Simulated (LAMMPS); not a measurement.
MD of SiC (zinc blende) at zero pressure, 1000 atoms, as a liquid; each row is its own run.

Method: classical MD, pair style edip/multi, file SiC.edip; code LAMMPS.

```
T (K)  viscosity (mPa s)
-----  -----------------
2320                3.51
4060               0.729
4640               0.658
```

Q: Fit an Arrhenius law, ln y = a + b / x, to these rows (x is the first column, y the second) and predict the run at x = 3620.

A: Least squares gives a = -2.2151 and b = 8026. The slope times kB gives an activation energy of 0.69 eV. At x = 3620 the fit predicts 1.00 mPa s. The run itself gave 0.84 ± 0.03 mPa s, so the fit is 20 % high.

Caution: at ambient pressure real SiC sublimes or decomposes before or as it melts, so this liquid is the model's.

Caution: a run this short can hold a crystal over, or a liquid under, the potential's own melting point, which these runs don't give.

Caution (row 3620): enthalpy drifts during the constant-pressure average: a transition or slow ageing; fluctuation values are void.
